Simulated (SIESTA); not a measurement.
# A self-consistent single point of KPO₃ (C2/m, 10 atoms in the cell) with SIESTA

Level of theory: GGA PBEsol, numerical atomic orbitals TZP, PseudoDojo PBEsol standard norm-conserving potentials (rewritten from UPF to PSML) in SIESTA 5.4.2.

Input:

```
# files in the folder: K.psml P.psml O.psml (PseudoDojo PBEsol standard)
SystemName  KPO3
SystemLabel kpo3

NumberOfAtoms                10
NumberOfSpecies              3
%block ChemicalSpeciesLabel
  1 19 K
  2 15 P
  3 8 O
%endblock ChemicalSpeciesLabel
LatticeConstant              1.0 Bohr
%block LatticeVectors
    15.242563047   -5.715104388    0.000000000
    15.242563047    5.715104388    0.000000000
    -1.886521149    0.000000000    7.627756670
%endblock LatticeVectors
AtomicCoordinatesFormat      ScaledCartesian
%block AtomicCoordinatesAndAtomicSpecies
    25.270266851   -0.000000000    5.242557159  1
     3.328338093   -0.000000000    2.385199511  1
    10.810167738   -0.000000000    2.183597902  2
    17.788437206    0.000000000    5.444158768  2
    12.021957596    2.445150261    1.559876239  3
    16.576647348   -2.445150261    6.067880431  3
    16.576647348    2.445150261    6.067880431  3
    12.021957596   -2.445150261    1.559876239  3
     8.370201830   -0.000000000    3.570018954  3
    20.228403114    0.000000000    4.057737716  3
%endblock AtomicCoordinatesAndAtomicSpecies

XC.functional                GGA
XC.authors                   PBEsol
PAO.BasisSize                TZP
PAO.EnergyShift              0.01 Ry
MeshCutoff                   350 Ry
%block kgrid.MonkhorstPack
    3   0   0  0.0
    0   3   0  0.0
    0   0   4  0.0
%endblock kgrid.MonkhorstPack
OccupationFunction           FD
ElectronicTemperature        10 K

MaxSCFIterations             150
SCF.Mixer.Method             Pulay
SCF.Mixer.Weight             0.1
SCF.Mixer.History            6
SCF.DM.Tolerance             1.0E-05
Diag.ParallelOverK           true
WriteForces                  true
```

Log, with long lists cut:

```
reinit: Reading from file input.fdf

reinit: System Name: KPO3
reinit: System Label: kpo3

coor:   Atomic-coordinates input format  =     Cartesian coordinates
coor:                                          (in units of alat)

siesta: Atomic coordinates (Bohr) and species
siesta:     25.27027  -0.00000   5.24256  1        1
siesta:      3.32834  -0.00000   2.38520  1        2
siesta:     10.81017  -0.00000   2.18360  2        3
siesta:     17.78844   0.00000   5.44416  2        4
siesta:     12.02196   2.44515   1.55988  3        5
siesta:     16.57665  -2.44515   6.06788  3        6
siesta:     16.57665   2.44515   6.06788  3        7
siesta:     12.02196  -2.44515   1.55988  3        8
siesta:      8.37020  -0.00000   3.57002  3        9
siesta:     20.22840   0.00000   4.05774  3       10

siesta: System type = bulk

initatomlists: Number of atoms, orbitals, and projectors:     10   156   150

siesta: ******************** Simulation parameters ****************************
redata: Spin configuration                          = none
redata: Time-Reversal Symmetry                      = T
redata: Number of Atomic Species                    =        3
redata: Mesh Cutoff                                 =   350.0000 Ry
redata: Net charge of the system                    =     0.0000 |e|
redata: Min. number of SCF Iter                     =        0
redata: Max. number of SCF Iter                     =      150
redata: SCF convergence failure will abort job
redata: SCF mix quantity                            = Hamiltonian
redata: Mix DM or H after convergence               =   F
redata: Recompute H after scf cycle                 =   F
redata: Mix DM in first SCF step                    =   T
redata: No kicks to SCF
redata: DM Mixing Weight for Kicks                  =     0.5000
redata: Require Harris convergence for SCF          =   F
redata: Harris energy tolerance for SCF             =     0.000100 eV
   [... lines left out ...]
diag: Parallel distribution                         =     1 x     1
diag: Used triangular part                          = Lower
diag: Absolute tolerance                            =  0.100E-15
diag: Orthogonalization factor                      =  0.100E-05
diag: Memory factor                                 =  1.0000

superc: Internal auxiliary supercell:     5 x     5 x     5  =     125
superc: Number of atoms, orbitals, and projectors:   1250  19500  18750

                        Single-point calculation

superc: Internal auxiliary supercell:     5 x     5 x     5  =     125
superc: Number of atoms, orbitals, and projectors:   1250  19500  18750

outcell: Unit cell vectors (Ang):
        8.066017   -3.024303    0.000000
        8.066017    3.024303    0.000000
       -0.998304    0.000000    4.036435

outcell: Cell vector modules (Ang)   :    8.614351    8.614351    4.158055
outcell: Cell angles (23,13,12) (deg):    102.9915    102.9915     41.1064
outcell: Cell volume (Ang**3)        :    196.9302
new_DM -- step:     1
Initializing Density Matrix...

Attempting to read DM from file... Failed...
DM filled with atomic data:

InitMesh: MESH = 90 x 90 x 60 = 486000
InitMesh: Mesh cutoff (required, used) =   350.000   365.135 Ry

stepf: Fermi-Dirac step function
        iscf     Eharris(eV)        E_KS(eV)     FreeEng(eV)     dDmax    Ef(eV) dHmax(eV)
   scf:    1    -4678.329679    -4693.757380    -4693.757380  1.335378 -6.580865  6.237650
   scf:    2    -4701.559661    -4697.886097    -4697.886097  0.034474 -6.787341  4.419371
   scf:    3    -4703.280892    -4702.195036    -4702.195036  0.087724 -4.733291  1.128914
   scf:    4    -4702.218084    -4702.206934    -4702.206934  0.002921 -4.762755  1.076006
   scf:    5    -4702.294135    -4702.253917    -4702.253917  0.036908 -5.188273  0.394146
   scf:    6    -4702.271276    -4702.263729    -4702.263729  0.023931 -5.473089  0.054443
   [... 3 lines left out ...]
   scf:   10    -4702.264595    -4702.264595    -4702.264595  0.000189 -5.434247  0.000760
   scf:   11    -4702.264595    -4702.264595    -4702.264595  0.000014 -5.434294  0.000648
   scf:   12    -4702.264595    -4702.264595    -4702.264595  0.000055 -5.433990  0.000465
   scf:   13    -4702.264595    -4702.264595    -4702.264595  0.000027 -5.434245  0.000100
   scf:   14    -4702.264595    -4702.264595    -4702.264595  0.000003 -5.434260  0.000083
SCF Convergence by DM+H criterion
max |DM_out - DM_in|         :     0.0000029717
max |H_out - H_in|      (eV) :     0.0000827882
SCF cycle converged after 14 iterations

Using DM_out to compute the final energy and forces

siesta: E_KS(eV) =            -4702.2646

siesta: E_KS - E_eggbox =     -4702.2646

siesta: Atomic forces (eV/Ang):
     1   -0.021117   -0.000000   -0.142143
     2    0.021117    0.000000    0.142143
     3   -0.038434    0.000000   -0.006393
     4    0.038434   -0.000000    0.006393
     5    0.580598    1.113495   -0.271803
     6   -0.580598   -1.113495    0.271803
     7   -0.580598    1.113495    0.271803
     8    0.580598   -1.113495   -0.271803
     9   -1.046027   -0.000000    0.590413
    10    1.046027    0.000000   -0.590413
   Tot   -0.000000   -0.000000   -0.000000
   Max    1.113495
   Res    0.563715    sqrt( Sum f_i^2 / 3N )
   Max    1.113495    constrained

Stress tensor Voigt[x,y,z,yz,xz,xy] (kbar):      -17.85      -23.43        2.18       -0.00       20.65        0.00
(Free)E + p*V (eV/cell)    -4700.6632
Target enthalpy (eV/cell)    -4702.2646

siesta: Program's energy decomposition (eV):
siesta: Ebs     =     -1026.666897
siesta: Eions   =      7792.727058
siesta: Ena     =      1814.593881
siesta: Ekin    =      2521.693041
siesta: Enl     =      -143.006575
siesta: Eso     =         0.000000
siesta: Edftu   =         0.000000
siesta: DEna    =        28.603854
siesta: DUscf   =         3.719042
siesta: DUext   =         0.000000
siesta: Ex      =     -1048.572131
siesta: Ec      =       -86.568648
siesta: Exc     =     -1135.140778
siesta: Eharris =     -4702.264595
siesta: Etot    =     -4702.264595
siesta: FreeEng =     -4702.264595

siesta: Atomic forces (eV/Ang):
siesta:      1   -0.021117   -0.000000   -0.142143
siesta:      2    0.021117    0.000000    0.142143
siesta:      3   -0.038434    0.000000   -0.006393
siesta:      4    0.038434   -0.000000    0.006393
siesta:      5    0.580598    1.113495   -0.271803
siesta:      6   -0.580598   -1.113495    0.271803
siesta:      7   -0.580598    1.113495    0.271803
siesta:      8    0.580598   -1.113495   -0.271803
siesta:      9   -1.046027   -0.000000    0.590413
siesta:     10    1.046027    0.000000   -0.590413
siesta: ----------------------------------------
siesta:    Tot   -0.000000   -0.000000   -0.000000

siesta: Stress tensor (static) (eV/Ang**3):
siesta:    -0.011138   -0.000000    0.012888
siesta:     0.000000   -0.014621   -0.000000
siesta:     0.012888   -0.000000    0.001363

siesta: Cell volume =        196.930232 Ang**3

siesta: Pressure (static):
siesta:                Solid            Molecule  Units
siesta:           0.00008857         -0.00010252  Ry/Bohr**3
siesta:           0.00813194         -0.00941317  eV/Ang**3
siesta:          13.02880233        -15.08156177  kBar
```

The run converged in 14 iterations.

The starting cell comes from a database of computed structures (which also holds hypothetical and non-ambient phases and stackings), without a prior relaxation at this level. Its lattice was rescaled by a random factor within 2.5 % of one. Values carry the incompleteness of an atom-centred basis. Forces in this geometry exceed 1 eV/Å.

Cost on one core of a shared machine: roughly 2 min.
